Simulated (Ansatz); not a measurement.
Consider Ti-vacancy pair (Ti on one host Zr site, one O site vacant) in monoclinic ZrO2, charge state +2. The step: one O atom jumps into the vacancy from a nearby O site (Ti-vacancy distance between ideal sites 2.06 → 2.17 Å); the atom moves 2.44 Å along (0.00, -0.11, 0.44) of the unit cell; the moving atom starts with neighbours O at 2.45, O at 2.50; Ti at 2.02; Zr at 2.09, Zr at 2.12 Å and ends with Ti at 1.89; Zr at 2.14, Zr at 2.23 Å. DFT values are from Ansatz (plane-wave PAW, 420 eV unless said) in a cell of 96 host sites, spin-restricted, static, with no finite-size correction. The charge state is imposed; whether it is stable for some Fermi level was not computed. Forms of the defect that were not tried may lie lower. For the PBE band: the program found a first-order saddle point.

```json
[
 {"Level": "CHGNet universal potential (has no charge state), its own band", "Forward barrier (eV)": "0.58", "Cost of the band or of the saddle's single point": "-"},
 {"Level": "PBE, the Γ point alone, band relaxed", "Forward barrier (eV)": "0.86", "Cost of the band or of the saddle's single point": "about 70 core-minutes (a rough figure)"},
 {"Level": "PBE, a 2×2×2 k-point mesh shifted by half a step, same geometries", "Forward barrier (eV)": "0.84", "Cost of the band or of the saddle's single point": "about 6 core-minutes (a rough figure)"},
 {"Level": "r2SCAN at 500 eV, the Γ point alone, same geometries", "Forward barrier (eV)": "…", "Cost of the band or of the saddle's single point": "about 2.4 core-minutes (a rough figure)"}
]
```

Fill in the missing entries.


- r2SCAN at 500 eV, the Γ point alone, same geometries, Forward barrier (eV): 0.93

Ansatz is a quantum-chemistry and plane-wave program.
